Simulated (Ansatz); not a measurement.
## GaN: isotropic strain +3.74 %

Consider GaN in the wurtzite structure (space group P6_3mc, No. 186; a = 3.183 Å, c = 5.184 Å).

Perturbation: every lattice vector is stretched by 3.74 %, atoms relaxed at fixed cell.

Calculations: r2SCAN/PAW in Ansatz (a program for electronic structure), spin-orbit coupling left out, earlier PAW set. k-mesh 12×12×7 (Γ-centred); smearing 0.05 eV (Fermi–Dirac).

* **Volume per atom**: 12.70 Å³ (base 11.37 Å³)
* **Space group**: P6_3mc (No. 186) (base P6_3mc (No. 186))
* **Shortest interatomic distance**: 2.018 Å (base 1.946 Å)
* **Energy relative to the base (free energy F)**: +78 meV/atom
* **Pressure (mean of the normal stresses, compression positive)**: -17.01 GPa (base 0.00 GPa)
* **Band gap**: 1.59 eV (base 2.35 eV)
* **Gap character**: direct at Γ (base direct at Γ)
* **Width of the top valence band**: 2.49 eV (base 2.85 eV)
* **Electron mass**: 0.12 mₑ along c, 0.14 mₑ across (at Γ) (base 0.17 mₑ along c, 0.19 mₑ across (at Γ))
* **Valence-band top at Γ (three highest levels, from the VBM)**: 0.00, 0.00, -0.02 eV (base 0.00, 0.00, -0.04 eV)

Final structure:

```
CELL_PARAMETERS angstrom
      3.30235     0.00000     0.00000
     -1.65118     2.85992     0.00000
      0.00000     0.00000     5.37775
ATOMIC_POSITIONS crystal
  Ga 0.66667 0.33333 0.00116
  Ga 0.33333 0.66667 0.50116
  N  0.66667 0.33333 0.62404
  N  0.33333 0.66667 0.12404
```

Effective masses come from finite differences of ±0.01 Å⁻¹. No phonon test of stability was made.
